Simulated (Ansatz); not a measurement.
**Short convergence ladders for LaAl₂ (Fd-3m, 6 atoms in the cell)**

```xyz
6
Lattice="0.0000 4.0441 4.0441 4.0441 0.0000 4.0441 4.0441 4.0441 0.0000" Properties=species:S:1:pos:R:3 pbc="T T T"
La     0.0000     0.0000     0.0000
La     2.0221     2.0221     2.0221
Al     5.0552     5.0552     5.0552
Al     5.0552     3.0331     3.0331
Al     3.0331     3.0331     5.0552
Al     3.0331     5.0552     3.0331
```

Base method: LDA (PW92), default PAW files made with PBE (plane waves; Ansatz, a program for electronic structure).

Base settings: basis.ecutwfc = 30.9 Ry; kpoints.mp_grid.grid = 7 7 7; hamiltonian.xc = lda; hamiltonian.pseudopotentials = {kind: paw} (the program's default PAW files); scf.occupations.method = fermi_dirac; scf.occupations.width = 0.0073 Ry.

The count of work is k-points × plane waves × bands × iterations; it is no time. Core times come from one kind of shared machine, to one figure; runs under 30 s give none.

**Zone-centre phonons against the mesh**

In this ladder: phonons.method = dfpt.

Frequencies are those of the unrelaxed cell, without the LO-TO term of polar crystals.

Only quantities that move along the ladder and can be compared are tabulated.

| kpoints.mp_grid.grid | highest zone-centre frequency (cm⁻¹) | lowest optical frequency (cm⁻¹) | core time / last (rough) |
|---|---|---|---|
| 2 2 2 | 261.5 | -71.0 | – |
| 4 4 4 | 302.6 | 91.0 | – |
| 6 6 6 | 307.4 | 97.7 | 0.04 |
| 9 9 9 | 309.8 | 99.4 | 0.1 |
| 13 13 13 | 309.8 | 99.3 | 0.5 |
| 16 16 16 | 309.7 | 99.4 | 1 |

Coarsest kpoints.mp_grid.grid that holds the highest zone-centre frequency within 5 cm⁻¹ of the last step, with all finer ones: 6 6 6, at about 0.04 of the last step's time; the step before is off by 7.1 cm⁻¹.

Coarsest kpoints.mp_grid.grid that holds the lowest optical frequency within 5 cm⁻¹ of the last step, with all finer ones: 6 6 6, at about 0.04 of the last step's time; the step before is off by 8.3 cm⁻¹.

**The size of a vacancy's supercell**

On LaAl2 (Fd-3m, 12 atoms in the cell), and larger cells.

Steps: 2 x 1 x 1 supercell, one Al atom taken out, nothing relaxed; 2 x 2 x 1 supercell, one Al atom taken out, nothing relaxed; and so on, with the mesh thinned in proportion.

Only quantities that move along the ladder and can be compared are tabulated.

| atoms | energy of the cell with the vacancy less the whole one (holds the removed atom on the program's zero: only its change counts) (eV) | count of work / last | core time / last (rough) |
|---|---|---|---|
| 12 | 514.969 | 0.40 | 0.4 |
| 24 | 514.916 | 1.2 | 2 |
| 48 | 514.873 | 1.0 | 1 |

Smallest size that holds the energy of the cell with the vacancy less the whole one (holds the removed atom on the program's zero: only its change counts) within 0.05 eV: not settled: the last two steps still differ by 0.042 eV, over half the tolerance, so the ladder does not show it.

On the base run: the starting cell comes from a database of computed structures (which also holds hypothetical and non-ambient phases and stackings), without a prior relaxation at this level. Its lattice was rescaled by up to half a per cent.

Keys are those of Ansatz 0.2.
